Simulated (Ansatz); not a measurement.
Levels about the gap of amorphous Zr20O43Ga2 (65 atoms in a cell of 812 Å³, 5.42 g/cm³; zone centre alone, so wide bands show as single levels with stretches between that a denser mesh fills), at the geometry that PBE relaxed, where it gives 0.0 GPa on a denser mesh. The participation number counts the atoms over which a state spreads; weights are charges in smoothed Voronoi cells. The levels come from a single point, so bond lengths are those of that geometry. Method of the levels: PBE, scalar-relativistic without spin-orbit coupling (Ansatz, a first-principles code). Sampling: the zone centre alone; Fermi-Dirac width 0.02 eV; no spin polarisation. At PBE the levels at the filled edge of the gap are localised (band-tail or defect states).

The cell was made by melting and quenching with the CHGNet potential and then relaxed with DFT. O atoms were pushed apart under 1.9 Å during the dynamics, to hinder bonds among them. The hot cell started wider than the set density and was brought back towards it in steps. It is the lowest in DFT energy of 2 quenches. It is a model cell: composition and starting density were chosen by hand, and all elements were melted together. No dispersion term was used. Its density started from a set value of 5.29 and ended at 5.42 g/cm³. Cooling (nominally 450 K/ps over its main leg) ran many orders faster than in experiment, which tends to leave more defects and strain. One small periodic cell is one sample of the glass; other quenches scatter about these values. Volume and shape were free in the relaxation. On a 2×2×2 Γ-centred mesh force components of up to 0.12 eV/Å stay, since the relaxation ran on the zone centre alone.

| E - E(highest filled), eV | filling | participation number | largest on | weight O | weight Zr | weight Ga |
|---|---|---|---|---|---|---|
| -0.37 | filled | 26.7 | O, 3 neighbours | 0.94 | 0.06 | 0.00 |
| -0.31 | filled | 24.2 | O, 4 neighbours | 0.94 | 0.06 | 0.01 |
| -0.26 | filled | 19.2 | O, 3 neighbours | 0.95 | 0.04 | 0.01 |
| -0.18 | filled | 19.9 | O, 4 neighbours | 0.95 | 0.05 | 0.01 |
| -0.16 | filled | 19.4 | O, 3 neighbours | 0.94 | 0.05 | 0.00 |
| -0.09 | filled | 7.2 | O, 3 neighbours | 0.95 | 0.05 | 0.00 |
| 0.00 | filled | 11.3 | O, 3 neighbours | 0.95 | 0.05 | 0.00 |
| 3.73 | empty | 24.3 | Zr, 6 neighbours | 0.33 | 0.66 | 0.01 |
| 3.76 | empty | 20.7 | Zr, 7 neighbours | 0.37 | 0.60 | 0.02 |
| 3.82 | empty | 25.7 | Zr, 7 neighbours | 0.36 | 0.64 | 0.00 |
| 3.86 | empty | 25.1 | Zr, 7 neighbours | 0.37 | 0.59 | 0.04 |
| 3.96 | empty | 22.2 | Zr, 7 neighbours | 0.33 | 0.66 | 0.00 |
| 4.04 | empty | 26.7 | Zr, 7 neighbours | 0.36 | 0.64 | 0.00 |
| 4.14 | empty | 24.5 | Zr, 7 neighbours | 0.34 | 0.66 | 0.01 |

Most localised among these is the filled level at -0.09 eV, on a O atom, which has 3 neighbours (Zr 2.03 Å, Zr 2.23 Å, Zr 2.27 Å).
